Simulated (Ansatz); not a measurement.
# Convergence study of the plane-wave cutoff for MnS (R3m, 2 atoms in the cell)

```yaml
crystal:
  lattice:
    - [0.00000, 2.48088, 2.48088]
    - [2.48088, 0.00000, 2.48088]
    - [2.48088, 2.48088, 0.00000]
  atoms:
    - { symbol: Mn, position: [0.00582, 0.00582, 0.00582], spin: 4.0 }
    - { symbol: S, position: [0.25000, 0.25000, 0.25000] }
```
(The spins are starting values, not results.)

Level of theory: PBEsol, default PAW files made with PBE (plane waves; Ansatz, a first-principles code).

Base settings: basis.ecutwfc = 30.9 Ry; kpoints.mp_grid.grid = 9 9 9; hamiltonian.xc = pbesol; hamiltonian.pseudopotentials = {kind: paw} (the program's default PAW files); magnetization.spin_polarized = true; scf.occupations.method = gaussian; scf.occupations.width = 0.0073 Ry.

The second cell is the first with its lattice scaled by 0.98.

The mesh stays at the base's, so the ladder's end is converged at best in this setting alone.

The first pressure column holds Ansatz's estimate of the finite-basis (Pulay) stress, which hides part of the cutoff error; the other is without it.

Only quantities that move along the ladder and can be compared are tabulated.

The magnetic state is not the same in all runs (site moments differ, or a search went on to a lower state), so steps between rows are not convergence errors alone.

The count of work is k-points × plane waves × bands × iterations; it is no time. 

The starting cell comes from a database of computed structures (which also holds hypothetical and non-ambient phases and stackings), without a prior relaxation at this level. Its lattice was rescaled by up to half a per cent. One atom was moved a little off its site on purpose. The moments shrank to a small part of their start, a low-spin state that need not be the lowest. The program warned that a starting moment was not kept. In the base run, with a pressure of about -4 GPa the cell is away from its equilibrium volume at this level.

```csv
basis.ecutwfc,free energy less the last step's (meV/atom),energy of the compressed cell less the first (meV/atom),pressure (GPa),pressure without the Pulay estimate (GPa),largest difference of a force vector from the last step's (eV/Å),count of work / last
10.7 Ry,30686.19,158.63,72.60,-1022.06,0.241,0.10
12.5 Ry,12925.34,253.07,29.56,-527.41,0.529,0.081
14 Ry,6304.02,44.08,-3.28,-289.38,0.305,0.10
15.4 Ry,3302.88,-27.31,-6.74,-171.10,0.116,0.13
16.9 Ry,1661.02,-10.47,-5.48,-97.99,0.003,0.12
18.4 Ry,801.99,7.73,-3.37,-55.21,0.057,0.14
21.7 Ry,128.62,5.63,-3.36,-14.95,0.016,0.15
24.6 Ry,20.12,3.29,-3.78,-6.17,0.002,0.18
27.9 Ry,2.12,2.24,-3.96,-4.19,0.001,0.24
30.9 Ry,0.90,2.04,-3.99,-4.01,0.000,0.27
33.8 Ry,0.70,2.04,-3.99,-4.00,0.000,0.31
37.1 Ry,0.50,2.04,-3.99,-4.00,0.000,0.34
41.5 Ry,0.33,2.03,-3.99,-4.00,0.000,0.42
46.3 Ry,0.20,2.02,-3.99,-4.00,0.000,0.48
54 Ry,0.06,2.01,-3.99,-3.99,0.000,0.63
61.7 Ry,0.03,2.01,-3.99,-3.99,0.000,0.76
74.2 Ry,0.00,2.01,-3.99,-3.99,0.000,1.0
```

Coarsest basis.ecutwfc that holds the free energy within 1 meV/atom of the last step, with all finer ones: 30.9 Ry, at 0.27 of the last step's count of work; the step before is off by 2.1 meV/atom.

Coarsest basis.ecutwfc that holds the pressure without the Pulay estimate within 0.5 GPa of the last step, with all finer ones: 27.9 Ry, at 0.24 of the last step's count of work; the step before is off by 2.2 GPa.

Coarsest basis.ecutwfc that holds the forces within 0.02 eV/Å of the last step, with all finer ones: 21.7 Ry, at 0.15 of the last step's count of work; the step before is off by 0.057 eV/Å.

The energy difference between the two cells stays within 1 meV/atom of the last step's from 27.9 Ry on, the total only from 30.9 Ry on: much of the error is common to both cells and cancels.

At the lowest cutoff the pressure without the Pulay estimate lies 1020 GPa under the last step's, the usual sign of Pulay stress in an incomplete plane-wave basis.

Keys are those of Ansatz 0.2.
